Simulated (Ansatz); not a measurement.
Base system: TiO$_{2}$ in the rutile structure (space group P4_2/mnm, No. 136; a = 4.5912 Å, c = 2.9391 Å).

Levels (all Ansatz, an electronic-structure program, PAW): PBEsol (420 eV, scalar-relativistic without spin-orbit coupling); r2SCAN (500 eV, spin-orbit coupling left out); HSE06 (420 eV, without spin-orbit coupling).

At the geometry relaxed with PBEsol, these levels gave the following band gaps, in shuffled order: (a) 2.24 eV, (b) 3.40 eV, (c) 1.87 eV.

Question: Match each gap to its level.

Answer: (a) r2SCAN; (b) HSE06; (c) PBEsol.

Single points use the geometry relaxed with PBEsol. Stability against distortions was not tested. All final runs are without spin polarisation.
